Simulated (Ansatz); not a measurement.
Response to strain in AlN

Consider AlN in the wurtzite structure (space group P6_3mc, No. 186).

```xyz
4
Lattice="3.0888 0.0000 0.0000 -1.5444 2.6750 0.0000 0.0000 0.0000 4.9433" Properties=species:S:1:pos:R:3 pbc="T T T"
Al     0.0000     1.7833     0.0000
Al     1.5444     0.8917     2.4717
N      0.0000     1.7833     1.8883
N      1.5444     0.8917     4.3599
```

Cartesian axes are those of the cell as printed.

Strains are applied to the cell and any free atomic positions relax; under biaxial strain the out-of-plane vector relaxes too.

Computed with LDA (Ansatz, a quantum-chemistry and plane-wave program; PAW; 420 eV plane waves; no spin-orbit coupling).

Notes on the quantities. pressure: mean of the normal stresses, compression positive.

| case | out-of-plane strain | pressure | band gap |
|---|---|---|---|
| base | – | -0.01 GPa | 4.42 eV |
| biaxial strain +0.60 %, plane normal [001], relaxed out of plane | -0.37 % | -1.85 GPa | 4.29 eV |
| biaxial strain +1.20 %, plane normal [001], relaxed out of plane | -0.76 % | -3.60 GPa | 4.16 eV |
| biaxial strain +1.80 %, plane normal [001], relaxed out of plane | -1.16 % | -5.25 GPa | 4.04 eV |
| biaxial strain +3.00 %, plane normal [001], relaxed out of plane | -2.02 % | -8.30 GPa | 3.79 eV |

Whether these cells are dynamically stable was not tested.
